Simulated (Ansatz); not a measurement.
## KI under a change: isotropic strain −2.50 %

The reference is KI in the rock salt structure (space group Fm-3m, No. 225; a = 7.1824 Å).

Perturbation: every lattice vector is shortened by 2.50 %, atoms relaxed at fixed cell.

Calculations: PBE in Ansatz (plane waves to 420 eV, PAW, no SOC). k-mesh 8×8×8 (Γ-centred); smearing 0.05 eV (Fermi–Dirac).

The space group is still Fm-3m (No. 225) and the shortest interatomic distance decreases by 0.090 Å (3.591 Å → 3.501 Å). The energy rises by 9.5 meV/atom and the pressure goes from zero to 9.6 kbar. The band gap goes up by 0.17 eV to 4.03 eV and the gap character stays direct at Γ. The mean gap deformation potential ΔEg/Δln V is -2.3 eV and the width of the top valence band goes up by 0.09 eV (0.54 eV → 0.63 eV). The electron mass becomes 0.33 mₑ (at Γ) (base: 0.34 mₑ (at Γ)) and the hole mass (degenerate bands, along [100]) changes from 0.51, 2.8, 2.8 mₑ (at Γ) to 0.45, 2.5, 2.5 mₑ (at Γ). The valley order (the lowest conduction-band minima on the path, energy above the VBM, named in the base's zone) changes from Γ 3.86 eV; X along ⟨100⟩ 5.02 eV to Γ 4.03 eV; X along ⟨100⟩ 4.90 eV.

Cost of the whole job for the changed cell (relaxation, final SCF and bands): around 9 core-seconds (rough).

Spin-orbit coupling, missing from the scalar runs, can matter with I. Masses are band curvatures over ±0.01 Å⁻¹ around the edge. Stability against distortions was not tested.

Ansatz is a program for electronic structure.
